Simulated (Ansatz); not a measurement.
**S on the 1x1 (111) surface of fcc Cu, one in a 3x3 cell, started at the site 'hollow Cu-Cu-Cu over Cu at depth 4.1 Å'**

All values below come from PBE (plane waves to 420 eV, PAW; Ansatz, an electronic-structure program).

Set-up: 37 atoms, 6.2 Å thick at the start under the adsorbate (thin: gaps and levels are the slab's own); mesh 4x4x1; 0.1 eV smearing; dipole correction on; 18 atoms held, the rest relaxed; start symmetry kept, larger cells not searched; spin-polarised, no spin-orbit, no U, no dispersion correction. The starting moment vanished. At the end it is bonded to 3 Cu. In PBE it is, or lies within 0.03 eV of, the lowest of the starts that converged.

```json
{
  "adsorption energy against ⅛ S8(g)": "-1.23 eV",
  "work_function_of_the_top_face": "5.17 eV",
  "change_of_the_work_function": "0.40 eV",
  "change_of_the_step_from_the_bottom_to_the_top_vacuum_level_against_the_clean_slab": "0.39 eV",
  "energy_released_by_relaxation": "0.40 eV",
  "height of the binding atom over the mean of the host atoms within 0.3 Å of the top one": "3.123 bohr",
  "magnetic_moment_of_the_cell": "0.00 μB",
  "nearest_host_atoms_of_the_binding_atom": "Cu at 2.22 Å, Cu at 2.22 Å, Cu at 2.22 Å",
  "largest_move_of_a_host_atom": "0.10 Å",
  "cost": "roughly 40 core-minutes"
}
```

A negative adsorption energy means that the adsorbate is more stable on the surface than in its reference.
